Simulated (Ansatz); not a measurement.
C (model structure, Ibam, No. 72, 6 atoms in the cell)

Computed with PBE0 (PAW; Ansatz, a quantum-chemistry and plane-wave program).

Run with plane-wave cutoff 460 eV, 10×10×10 k mesh, Fermi–Dirac smearing 0.01 eV, scalar-relativistic PAW data made under PBE.

Cell (relaxed with PBEsol):

```cif
data_C6
_chemical_formula_sum 'C6'
_space_group_name_H-M_alt 'P 1'
_space_group_IT_number 1
_cell_length_a 3.84297
_cell_length_b 3.84297
_cell_length_c 4.64524
_cell_angle_alpha 127.184
_cell_angle_beta 127.184
_cell_angle_gamma 40.268
loop_
_space_group_symop_operation_xyz
  'x, y, z'
loop_
_atom_site_label
_atom_site_type_symbol
_atom_site_fract_x
_atom_site_fract_y
_atom_site_fract_z
_atom_site_occupancy
C1 C 0.34719 0.99308 0.67014 1
C2 C 0.65281 0.00692 0.32986 1
C3 C 0.00692 0.65281 0.82986 1
C4 C 0.99308 0.34719 0.17014 1
C5 C 0.00000 0.00000 0.25000 1
C6 C 0.00000 0.00000 0.75000 1
```

```yaml
band_gap: 4.58 eV
direct gap at Γ: 7.87 eV
```

Note: the relaxation could raise the start's symmetry but not lower it, so the cell can be a saddle point; cell and atoms aren't relaxed at this level (largest force component 0.08 eV/Å, pressure -4.0 GPa).

The computed numbers hold no vibrational or temperature effects.

It cost about 6 core-minutes (a rough figure) of CPU time.

A model structure was made by putting elements into a prototype or built by hand; it is no filed structure, need not be a known phase, and can be a saddle point held by its symmetry.
